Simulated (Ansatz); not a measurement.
Ag, response to strain

Start from Ag in the fcc (Cu type) structure (space group Fm-3m, No. 225; a = 4.104 Å; relaxed with 0.1 eV smearing).

Strains are applied to the cell and any free atomic positions relax.

Computed with r2SCAN, PAW, 500 eV (Ansatz, a first-principles code; scalar-relativistic without spin-orbit coupling).

```
isotropic strain (%)  pressure (GPa)
--------------------  --------------
-3                              12.2
-2.5                               ?
-2                               7.4
-1.5                             5.3
-1                               3.4
-0.5                             1.6
0                                0.0
```

Fit P = P₀ − Bδ + Cδ² with δ = (1 + ε)³ − 1 to the rows shown and predict the withheld row.

Least squares on the printed values gives P₀ = 0.0 GPa, B = 98.8 GPa, C = 464 GPa (largest residual 0.0 GPa); this predicts 9.7 GPa, and the run gives 9.7 GPa, in agreement.

Whether these cells are dynamically stable was not tested.
